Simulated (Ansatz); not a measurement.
## Short convergence ladders for YGe (Cm, 4 atoms in the cell)

```xyz
4
Lattice="2.1477 -5.3783 0.0000 2.1477 5.3783 0.0000 0.0000 0.0000 3.9665" Properties=species:S:1:pos:R:3 pbc="T T T"
Y      2.1477     3.8873     1.0416
Y      2.1477    -3.8873     2.9748
Ge     2.1477     0.9076     0.9916
Ge     2.1477    -0.9076     2.9748
```

Base method: PBEsol, default PAW files made with PBE (plane waves; Ansatz, a quantum-chemistry and plane-wave program).

Base settings: basis.ecutwfc = 30.9 Ry; kpoints.mp_grid.grid = 6 6 6; hamiltonian.xc = pbesol; hamiltonian.pseudopotentials = {kind: paw} (the program's default PAW files); scf.occupations.method = fermi_dirac; scf.occupations.width = 0.0073 Ry.

The count of work is k-points × plane waves × bands × iterations; it is no time. Core times come from one kind of shared machine, to one figure; runs under 30 s give none.

**Shifted k-point meshes**

In this ladder: kpoints.mp_grid.shift = 0.5 0.5 0.5.

Only quantities that move along the ladder and can be compared are tabulated.

| kpoints.mp_grid.grid | free energy less the last step's (meV/atom) | pressure (GPa) | largest difference of a force vector from the last step's (eV/Å) | count of work / last |
|---|---|---|---|---|
| 2 2 2 | 61.41 | -2.45 | 0.300 | 0.0028 |
| 4 4 4 | 7.27 | -3.15 | 0.123 | 0.018 |
| 5 5 5 | 2.16 | -3.13 | 0.038 | 0.036 |
| 7 7 7 | -1.17 | -3.14 | 0.007 | 0.092 |
| 9 9 9 | 0.34 | -3.10 | 0.008 | 0.19 |
| 16 16 16 | 0.00 | -3.10 | 0.000 | 1.0 |

Coarsest kpoints.mp_grid.grid that holds the free energy within 5 meV/atom of the last step, with all finer ones: 5 5 5, at 0.036 of the last step's count of work; the step before is off by 7.3 meV/atom.

Coarsest kpoints.mp_grid.grid that holds the forces within 0.02 eV/Å of the last step, with all finer ones: 7 7 7, at 0.092 of the last step's count of work; the step before is off by 0.038 eV/Å.

Coarsest kpoints.mp_grid.grid that holds the pressure within 0.2 GPa of the last step, with all finer ones: 4 4 4, at 0.018 of the last step's count of work; the step before is off by 0.65 GPa.

**The k-point mesh at a smearing width of 0.3 eV**

In this ladder: scf.occupations.width = 0.022 Ry.

Only quantities that move along the ladder and can be compared are tabulated.

| kpoints.mp_grid.grid | free energy less the last step's (meV/atom) | pressure (GPa) | largest difference of a force vector from the last step's (eV/Å) | count of work / last | core time / last (rough) |
|---|---|---|---|---|---|
| 3 3 3 | 5.81 | -2.52 | 0.161 | 0.0091 | – |
| 5 5 5 | 0.94 | -2.57 | 0.035 | 0.036 | – |
| 8 8 8 | -0.25 | -2.65 | 0.005 | 0.14 | 0.1 |
| 11 11 11 | -0.03 | -2.65 | 0.000 | 0.33 | 0.4 |
| 16 16 16 | 0.00 | -2.65 | 0.000 | 1.0 | 1 |

Coarsest kpoints.mp_grid.grid that holds the pressure within 0.05 GPa of the last step, with all finer ones: 8 8 8, at 0.14 of the last step's count of work and about 0.1 of the last step's time; the step before is off by 0.08 GPa.

Coarsest kpoints.mp_grid.grid that holds the free energy within 2 meV/atom of the last step, with all finer ones: 5 5 5, at 0.036 of the last step's count of work; the step before is off by 5.8 meV/atom.

Coarsest kpoints.mp_grid.grid that holds the forces within 0.02 eV/Å of the last step, with all finer ones: 8 8 8, at 0.14 of the last step's count of work and about 0.1 of the last step's time; the step before is off by 0.035 eV/Å.

**The mesh under tetrahedron occupations**

In this ladder: scf.occupations.method = tetrahedron; scf.occupations.width = default.

Only quantities that move along the ladder and can be compared are tabulated.

```csv
kpoints.mp_grid.grid,free energy less the last step's (meV/atom),pressure (GPa),largest difference of a force vector from the last step's (eV/Å),count of work / last,core time / last (rough)
4 4 4,-0.83,-2.90,0.076,0.014,–
5 5 5,5.39,-3.03,0.035,0.022,–
7 7 7,1.43,-3.13,0.008,0.055,–
10 10 10,-0.15,-3.13,0.007,0.16,0.2
16 16 16,0.03,-3.15,0.002,0.61,0.5
19 19 19,0.00,-3.15,0.000,1.0,1
```

Coarsest kpoints.mp_grid.grid that holds the forces within 0.01 eV/Å of the last step, with all finer ones: 7 7 7, at 0.055 of the last step's count of work; the step before is off by 0.035 eV/Å.

Coarsest kpoints.mp_grid.grid that holds the free energy within 5 meV/atom of the last step, with all finer ones: 7 7 7, at 0.055 of the last step's count of work; the step before is off by 5.4 meV/atom.

Coarsest kpoints.mp_grid.grid that holds the pressure within 0.1 GPa of the last step, with all finer ones: 7 7 7, at 0.055 of the last step's count of work; the step before is off by 0.12 GPa.

On the base run: the starting cell comes from a database of computed structures (which also holds hypothetical and non-ambient phases and stackings), without a prior relaxation at this level. Its lattice was rescaled by up to half a per cent. One atom was moved a little off its site on purpose. In the base run, with a pressure of about -3 GPa the cell is away from its equilibrium volume at this level. Ansatz's pressure includes its estimate of the finite-basis (Pulay) stress.

Keys are those of Ansatz 0.2.
